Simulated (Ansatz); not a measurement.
Input:

Host crystal: wurtzite AlN, with a band gap (PBE, scalar-relativistic without spin-orbit coupling).

End structure of OH on the 1x1 (10-10) surface of wurtzite AlN (cut with top plane Al + N), one in a 2x1 cell, started at the site 'top N':

```xyz
34
Lattice="6.2605 0.0000 0.0000 0.0000 5.0182 0.0000 0.0000 0.0000 28.5000" Properties=species:S:1:pos:R:3 pbc="T T T"
Al     1.5651     5.1306     9.9987
Al     4.6954     5.1306     9.9987
N      1.5651     1.8725     9.7801
N      4.6954     1.8725     9.7801
Al     0.0000     2.4583    10.5518
Al     3.1303     2.4583    10.5518
N      0.0000     4.3731    10.6282
N      3.1303     4.3731    10.6282
Al     0.0000     5.0106    12.4874
Al     3.1303     5.0106    12.4874
N      0.0000     1.8946    12.4474
N      3.1303     1.8946    12.4474
Al     1.5651     2.4809    13.3250
Al     4.6954     2.4809    13.3250
N      1.5651     4.3993    13.3470
N      4.6954     4.3993    13.3470
Al     1.5641     4.9992    15.1652
Al     4.6964     5.0012    15.1628
N      1.5667     1.8919    15.1480
N      4.6938     1.8975    15.1571
Al     0.0123     2.4937    16.0381
Al     3.1180     2.4913    16.0447
N      0.0031     4.4038    16.0452
N      3.1271     4.4018    16.0432
Al    -0.0577     4.9999    17.9010
Al     3.1912     4.9923    17.8912
N      0.0050     1.8737    17.8565
N      3.1296     1.8691    17.8790
Al     1.5598     2.4442    18.8042
Al     4.7044     2.6033    18.5159
N      1.5672     4.3081    18.5129
N      4.6944     4.3731    18.7274
O      1.3788     6.9869    20.4586
H      2.0226     6.5247    21.0068
```

Model: 34-atom slab, 8.9 Å thick at the start under the adsorbate (thin: gaps and levels are the slab's own), 3x4x1 mesh, Fermi-Dirac 0.01 eV, dipole correction, single point; no symmetry held, on the structure that PBE left; spin-polarised, ending with about 1.0 μB a cell; orders that need a larger cell were not tried, no spin-orbit, no U, no dispersion correction. The program's check for a lower electronic state was not made. It is one chosen start, not shown to be the lowest state of the adsorbate.

A negative adsorption energy means that the adsorbate is more stable on the surface than in its reference.

What is the computed change of the step from the bottom to the top vacuum level, against the clean slab (r2SCAN, at the PBE geometry and the start's symmetry (Ansatz, a first-principles code))?

0.58 eV

Predict the adsorption energy against H2O(g) − ½ H2(g) at the same level from r2SCAN, at the PBE geometry and the start's symmetry.

-0.55 eV
